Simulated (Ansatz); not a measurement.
The parent structure is KTaO$_{3}$ in the cubic perovskite structure (space group Pm-3m, No. 221; a = 4.0232 Å).

Method: plane-wave PAW DFT at the PBE level (Ansatz, a program for electronic structure, 420 eV), no spin-orbit coupling, earlier PAW set.

For the base:

Band gap: 2.17 eV
Gap character: indirect, R → Γ
Smallest direct gap: 2.81 eV
Volume per atom: 13.02 Å³

Perturbation: hydrostatic tension (pressure −2 GPa).

Problem. How does this affect the band gap?

Solution. The band gap drops by 0.025 eV (2.17 eV → 2.15 eV).

Problem. Estimate the effect on the gap character.

Solution. The gap character remains indirect, R → Γ.

Problem. How does this affect the smallest direct gap?

Solution. The smallest direct gap decreases by 0.022 eV to 2.78 eV.

Problem. What does the calculation give for the volume per atom after the change?

Solution. The volume per atom grows by 0.14 Å³, from 13.02 Å³ to 13.16 Å³.

With Ta present, leaving out spin-orbit coupling can change the band edges. Load acts through the strain it causes; cell and atoms are relaxed under it. Whether these cells are dynamically stable was not tested.
